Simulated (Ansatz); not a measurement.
# A computed series for GaAs: element substitutions

The parent structure is GaAs in the zinc blende structure (space group F-43m, No. 216; a = 5.659 Å).

Each row replaces one element on all its sites; cell and atoms are relaxed.

Calculations: PBEsol/PAW in Ansatz (an electronic-structure program), scalar-relativistic without spin-orbit coupling.

```json
[
 {"variant": "base", "band gap": "0.42 eV", "lattice parameter a": "5.659 Å"},
 {"variant": "Ga → Nb", "band gap": "zero", "lattice parameter a": "5.745 Å"},
 {"variant": "Ga → Te", "band gap": "zero", "lattice parameter a": "6.526 Å"},
 {"variant": "As → P", "band gap": "1.45 eV", "lattice parameter a": "5.438 Å"}
]
```

Whether these cells are dynamically stable was not tested. As relaxed here, NbAs and TeAs are hypothetical phases, not in the database extracts checked. All final runs are without spin polarisation. An odd electron count without spin: TeAs. NbAs has a high density of states at the Fermi level and may be magnetic at this level.
